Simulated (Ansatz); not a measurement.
Start from ZrC in the rock salt structure (space group Fm-3m, No. 225; a = 4.7088 Å; relaxed with 0.1 eV smearing). Axes: x, y, z lie along the cube axes.

Computed with PBE/PAW in Ansatz (a program for electronic structure), scalar-relativistic without spin-orbit coupling.

Modification: every lattice vector is shortened by 3.00 %, atoms relaxed at fixed cell.

Question: Predict the stress tensor and what it implies for the stiffness.

Answer: Stress of the strained cell less that of the base (GPa, compression positive):
```
   24.4     0.0     0.0
    0.0    24.4     0.0
    0.0     0.0    24.4
```

Then B = −ΔP/(ΔV/V₀) with ΔV/V₀ = -0.0873 gives secant stiffness values (nonlinear terms included at this strain): B ≈ 280 GPa.

As a check, the harmonic strain energy −½ V₀ Δσ:ε is 90 meV/atom; the computed energy rise is 80 meV/atom.

Stability against distortions was not tested. All final runs are without spin polarisation.
